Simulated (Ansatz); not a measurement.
**Ge, element substitutions**

Base system: Ge in the diamond structure (space group Fd-3m, No. 227; a = 5.676 Å).

Each row replaces one element on all its sites; cell and atoms are relaxed.

Level of theory: PBEsol in Ansatz (plane waves to 420 eV, PAW, spin-orbit coupling left out).

```
change   volume per atom  band gap
-------  ---------------  --------
base            22.86 Å³      zero
Ge → Cu         17.89 Å³      zero
Ge → C           5.61 Å³   4.03 eV
Ge → Ga         23.86 Å³      zero
```

Whether these cells are dynamically stable was not tested. As relaxed here, Cu and Ga are hypothetical phases, not in the database extracts checked. The final runs are not spin-polarised. The zero or small gap of Ge can change with the level of theory.

Ansatz is a program for electronic structure.
